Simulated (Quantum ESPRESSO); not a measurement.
A self-consistent single point of Zn2SeS (P1, 4 atoms in the cell) with Quantum ESPRESSO.

Method of the run: LDA (PZ)+U, PSlibrary ultrasoft (LDA) pseudopotentials (plane waves; Quantum ESPRESSO 7.5).

```yaml
crystal:
  lattice:
    - [3.90929, 0.00000, 0.00000]
    - [0.00000, 3.90929, 0.00000]
    - [0.00000, 0.00000, 5.52212]
  atoms:
    - { symbol: Zn, position: [0.52677, 0.01772, 0.76874] }
    - { symbol: Zn, position: [0.99202, 0.50696, 0.23474] }
    - { symbol: Se, position: [0.99728, 0.99104, 0.48722] }
    - { symbol: S, position: [0.48392, 0.48428, 0.00931] }
```

Reference input (self-consistent single point, DFT, LDA (PZ), plane waves, PSlibrary ultrasoft (LDA) pseudopotentials): ecutwfc = 50 Ry; ecutrho = 300 Ry; occupations = fixed; K_POINTS = automatic 5 5 3 0 0 0; nbnd = 22; conv_thr = 1e-10 Ry; mixing_beta = 0.4. This run's input differs from it in these lines:

```diff
@@ -36,2 +36,4 @@
 5 5 3  0 0 0
+HUBBARD {atomic}
+U Zn-3d 4
```

Log, with long lists cut:

```
     Self-consistent Calculation

     iteration #  1     ecut=    50.00 Ry     beta= 0.40

     =================== HUBBARD OCCUPATIONS ===================
     ------------------------ ATOM    1 ------------------------
     Tr[ns(  1)] =   9.99564
     eigenvalues:
       0.999  0.999  1.000  1.000  1.000
     ------------------------ ATOM    2 ------------------------
     Tr[ns(  2)] =   9.99290
     eigenvalues:
       0.999  0.999  0.999  1.000  1.000

     Number of occupied Hubbard levels =   19.9885

     Threshold (ethr) on eigenvalues was too large:
     Diagonalizing with lowered threshold

   [... lines left out ...]

     iteration #  2     ecut=    50.00 Ry     beta= 0.40

     total energy              =    -338.08379542 Ry
     estimated scf accuracy    <       0.01072625 Ry

     iteration #  3     ecut=    50.00 Ry     beta= 0.40

     total energy              =    -338.08485778 Ry
     estimated scf accuracy    <       0.00182099 Ry

   [... 6 blocks of this kind left out ...]

     iteration # 10     ecut=    50.00 Ry     beta= 0.40

     total energy              =    -338.08489105 Ry
     estimated scf accuracy    <          2.3E-10 Ry

     iteration # 11     ecut=    50.00 Ry     beta= 0.40
     End of self-consistent calculation

     =================== HUBBARD OCCUPATIONS ===================
     ------------------------ ATOM    1 ------------------------
     Tr[ns(  1)] =   9.98617
     eigenvalues:
       0.998  0.998  0.999  0.999  0.999
     ------------------------ ATOM    2 ------------------------
     Tr[ns(  2)] =   9.98226
     eigenvalues:
       0.997  0.998  0.998  0.999  0.999

     Number of occupied Hubbard levels =   19.9684

     highest occupied, lowest unoccupied level (ev):     5.5430    6.8483

!    total energy              =    -338.08489105 Ry
     estimated scf accuracy    <          5.6E-11 Ry

     Hubbard energy            =       0.00463248 Ry

     convergence has been achieved in  11 iterations

     Forces acting on atoms (cartesian axes, Ry/au):

   [... lines left out ...]

     Total force =     0.062445     Total SCF correction =     0.000010

          total   stress  (Ry/bohr**3)                   (kbar)     P=      -27.51
  -0.00022148  -0.00001279  -0.00006113          -32.58       -1.88       -8.99
  -0.00001279  -0.00014746   0.00011991           -1.88      -21.69       17.64
  -0.00006113   0.00011991  -0.00019216           -8.99       17.64      -28.27

   JOB DONE.
```

The run converged in 11 iterations. Against the reference run the pressure goes from -3.66 to -2.75 GPa, the largest force goes from 0.912 to 0.927 eV/Å and the gap on the mesh goes from 1.248 to 1.305 eV.

The starting cell comes from a database of computed structures (which also holds hypothetical and non-ambient phases and stackings), without a prior relaxation at this level. Its atoms were displaced at random from the sites of space group no. 115. Spin polarisation is off. The U value is a test value.

Cost on one core of a shared machine: roughly 40 s.
